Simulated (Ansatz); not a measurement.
An Ansatz (a program for electronic structure) run: Cu with a change (H interstitial (started 1.57 Å from the nearest host atom), symmetric start); PBE in Ansatz (plane waves to 420 eV, PAW, no SOC).

Input:

Ansatz 0.2 input:
```yaml
crystal:
  lattice:
    - [0, 3.6296944752, 3.6296944752]
    - [3.6296944752, -3.6296944752, 3.6296944752]
    - [3.6296944752, 3.6296944752, 0]
  atoms:
    - { symbol: Cu, position: [0, 0, 0] }
    - { symbol: Cu, position: [0, 0, 0.5] }
    - { symbol: Cu, position: [0.1666666667, 0.3333333333, 0.1666666667] }
    - { symbol: Cu, position: [0.1666666667, 0.3333333333, 0.6666666667] }
    - { symbol: Cu, position: [0.3333333333, 0.6666666667, 0.3333333333] }
    - { symbol: Cu, position: [0.3333333333, 0.6666666667, 0.8333333333] }
    - { symbol: Cu, position: [0.5, 0, 0] }
    - { symbol: Cu, position: [0.5, 0, 0.5] }
    - { symbol: Cu, position: [0.6666666667, 0.3333333333, 0.1666666667] }
    - { symbol: Cu, position: [0.6666666667, 0.3333333333, 0.6666666667] }
    - { symbol: Cu, position: [0.8333333333, 0.6666666667, 0.3333333333] }
    - { symbol: Cu, position: [0.8333333333, 0.6666666667, 0.8333333333] }
    - { symbol: H, position: [0, 0.25, 0] }
basis: { ecutwfc: 420, ecutrho_ratio: 4, xc_grid: 2, fft_grid_basis: typed }
kpoints: { mp_grid: { grid: [8, 6, 8] } }
hamiltonian:
  xc: pbe
  dispersion: none
  pseudopotentials: { kind: paw }
scf: { occupations: { method: fermi_dirac, width: 0.05 }, convergence: { dr2_threshold: 0.0000000013 } }
relax: { f_tol: 0.02, max_steps: 45 }
output: { forces: true, stress: true }
checkpoint: { write: state.ck, write_every: 1000 }
```

Output (explanatory and most iteration lines left out):

```
Relaxation: its limit of steps is 45 (relax.max_steps)
Pseudopotential: Cu, paw, valence charge 19
Pseudopotential: H, paw, valence charge 1
Crystal: 13 atoms, lattice volume = 143.460 Å³
Basis set: ecut = 420 eV, 2811 PW (Γ), exchange–correlation on 72×90×72 points (8 copies of the dense FFT grid, shifted against one another)
Bands: 138, of which v1, the nominal top of the filled ones, is band 115 counted from 1 (114 counted from 0)
Symmetry: 6 space group operations
Space group: P3m1 (ITA 156), of the structure as read, at distance tolerance 5.2e-5 Å
k-points: 50 of 384 (time reversal used)
Functional: x = pbe(κ = 0.804, μ = 0.2195149727645171), c = pbe(β = 0.06672455060314922)
SCF iter   1: F=—  HF=-79517.126584 eV  |F-HF|=—  |Δ(HF+E_count)|=         —  Δρ=3.54e-3  dr2=1.93e-2  ethr=1.77e-3  ⟨swp⟩=4.7  Hψ=21384  notcnv=0  defer=381
SCF iter   2: F=—  HF=-79517.125706 eV  |F-HF|=—  |Δ(HF+E_count)|=   8.78e-4  Δρ=1.19e-3  dr2=4.04e-3  ethr=8.41e-6  ⟨swp⟩=2.0  Hψ=10638  notcnv=0  defer=562
SCF 1 converged in 11 iterations: F = -79517.125125 eV  dr2 = 4.33e-10
relax step   1: F+E_penalty+E_count = -79517.12512512 eV  Δ(F+E_penalty+E_count) = +0.000e0 eV  max|allowed force component| = 8.183e-1 eV/Å  Δτ_max = 0.0000 Å  (11 SCF iters, accepted)
Crystal: 13 atoms, lattice volume = 143.460 Å³
SCF iter   1: F=—  HF=-79517.256061 eV  |F-HF|=—  |Δ(HF+E_count)|=         —  Δρ=3.60e-3  dr2=7.79e-3  ethr=3.47e-6  ⟨swp⟩=2.0  Hψ=20983  notcnv=0  defer=725
SCF iter   2: F=—  HF=-79517.253612 eV  |F-HF|=—  |Δ(HF+E_count)|=   2.45e-3  Δρ=2.07e-3  dr2=3.06e-3  ethr=3.40e-6  ⟨swp⟩=2.0  Hψ=6769  notcnv=0  defer=725
SCF 2 converged in 10 iterations: F = -79517.252346 eV  dr2 = 3.57e-10
relax step   2: F+E_penalty+E_count = -79517.25234609 eV  Δ(F+E_penalty+E_count) = -1.272e-1 eV  max|allowed force component| = 4.911e-1 eV/Å  Δτ_max = 0.0317 Å  (10 SCF iters, accepted)
Crystal: 13 atoms, lattice volume = 143.460 Å³
SCF iter   1: F=—  HF=-79517.341135 eV  |F-HF|=—  |Δ(HF+E_count)|=         —  Δρ=5.82e-3  dr2=2.10e-2  ethr=8.94e-5  ⟨swp⟩=5.6  Hψ=17343  notcnv=0  defer=725
SCF iter   2: F=—  HF=-79517.334484 eV  |F-HF|=—  |Δ(HF+E_count)|=   6.65e-3  Δρ=3.38e-3  dr2=8.28e-3  ethr=9.19e-6  ⟨swp⟩=1.1  Hψ=7954  notcnv=0  defer=725
SCF 3 converged in 10 iterations: F = -79517.331016 eV  dr2 = 5.66e-10
relax step   3: F+E_penalty+E_count = -79517.33101623 eV  Δ(F+E_penalty+E_count) = -7.867e-2 eV  max|allowed force component| = 5.563e-2 eV/Å  Δτ_max = 0.0570 Å  (10 SCF iters, accepted)
Crystal: 13 atoms, lattice volume = 143.460 Å³
SCF iter   1: F=—  HF=-79517.332476 eV  |F-HF|=—  |Δ(HF+E_count)|=         —  Δρ=1.03e-3  dr2=7.55e-4  ethr=3.09e-6  ⟨swp⟩=4.4  Hψ=15112  notcnv=0  defer=727
SCF iter   2: F=—  HF=-79517.332226 eV  |F-HF|=—  |Δ(HF+E_count)|=   2.50e-4  Δρ=5.99e-4  dr2=2.88e-4  ethr=3.30e-7  ⟨swp⟩=1.0  Hψ=7950  notcnv=0  defer=727
SCF 4 converged in 8 iterations: F = -79517.332119 eV  dr2 = 9.40e-10
relax step   4: F+E_penalty+E_count = -79517.33211898 eV  Δ(F+E_penalty+E_count) = -1.103e-3 eV  max|allowed force component| = 2.373e-2 eV/Å  Δτ_max = 0.0112 Å  (8 SCF iters, accepted)
Crystal: 13 atoms, lattice volume = 143.460 Å³
SCF iter   1: F=—  HF=-79517.332502 eV  |F-HF|=—  |Δ(HF+E_count)|=         —  Δρ=5.69e-4  dr2=2.33e-4  ethr=9.83e-7  ⟨swp⟩=3.3  Hψ=12387  notcnv=0  defer=727
SCF iter   2: F=—  HF=-79517.332421 eV  |F-HF|=—  |Δ(HF+E_count)|=   8.04e-5  Δρ=3.30e-4  dr2=8.90e-5  ethr=1.02e-7  ⟨swp⟩=1.0  Hψ=7950  notcnv=0  defer=727
SCF 5 converged in 8 iterations: F = -79517.332405 eV  dr2 = 3.79e-10
relax step   5: F+E_penalty+E_count = -79517.33240515 eV  Δ(F+E_penalty+E_count) = -2.862e-4 eV  max|allowed force component| = 2.795e-3 eV/Å  Δτ_max = 0.0047 Å  (8 SCF iters, accepted)
SCF converged after 8 iterations
[...]
Fermi energy:    16.791087 eV
--- Forces (eV/Å), atoms counted from 1 ---
  atom   1  Cu    -0.00000971     0.00000971    -0.00000971
  atom   2  Cu    -0.00024229     0.00024229    -0.00062586
  atom   3  Cu     0.00148334    -0.00002429     0.00148334
  atom   4  Cu     0.00002429    -0.00148334     0.00148334
  atom   5  Cu     0.00060250    -0.00060250     0.00060250
  atom   6  Cu    -0.00000562     0.00000562     0.00030789
  atom   7  Cu    -0.00062586     0.00024229    -0.00024229
  atom   8  Cu    -0.00024229     0.00062586    -0.00024229
  atom   9  Cu     0.00148334    -0.00148334     0.00002429
  atom  10  Cu     0.00002368    -0.00002368     0.00002368
  atom  11  Cu     0.00030789     0.00000562    -0.00000562
  atom  12  Cu    -0.00000562    -0.00030789    -0.00000562
  atom  13  H     -0.00279529     0.00279529    -0.00279529
--- Stress (GPa, compression-positive) ---
        4.228829      -0.095389       0.095389
       -0.095389       4.228829      -0.095389
        0.095389      -0.095389       4.228829
  P = ⅓ Tr σ = 4.2288 GPa (42.288 kbar)
--- Relaxed structure (5 steps of the walk, 5 accepted, 0 SCFs on fresh bases) ---
  atoms:
    - { symbol: Cu, position: [0.0, -0.01656754323955824, -1.734723475976807e-18] }
    - { symbol: Cu, position: [-0.0005134042032003178, -0.000683838179554255, 0.5002567021016001] }
    - { symbol: Cu, position: [0.173513641120442, 0.33858912739024494, 0.17351364112044199] }
    - { symbol: Cu, position: [0.17351364112044204, 0.3385891273902449, 0.6529727177591158] }
    - { symbol: Cu, position: [0.33333333333333326, 0.6719927215886801, 0.3333333333333332] }
    - { symbol: Cu, position: [0.33620486062001076, 0.6668733483342668, 0.8318975696899944] }
    - { symbol: Cu, position: [0.5002567021016001, -0.0006838381795542525, -0.0005134042032003128] }
    - { symbol: Cu, position: [0.5002567021016001, -0.0006838381795542525, 0.5002567021016001] }
    - { symbol: Cu, position: [0.6529727177591158, 0.3385891273902449, 0.17351364112044199] }
    - { symbol: Cu, position: [0.6666666666666665, 0.3336762986375375, 0.6666666666666665] }
    - { symbol: Cu, position: [0.8318975696899944, 0.6668733483342668, 0.33620486062001076] }
    - { symbol: Cu, position: [0.8318975696899944, 0.6668733483342668, 0.8318975696899944] }
    - { symbol: H, position: [0.0, 0.24656261037846686, 0.0] }
```

In so small a cell the defect repeats every few ångströms: this is an ordered compound, not a dilute defect. The defect started on the symmetric site and kept its symmetry, so it may sit on a saddle. All final runs are without spin polarisation. The cell was made from Cu in the fcc (Cu type) structure (space group Fm-3m, No. 225) by this change: H interstitial (started 1.57 Å from the nearest host atom). The defect cell is not spin-polarised.
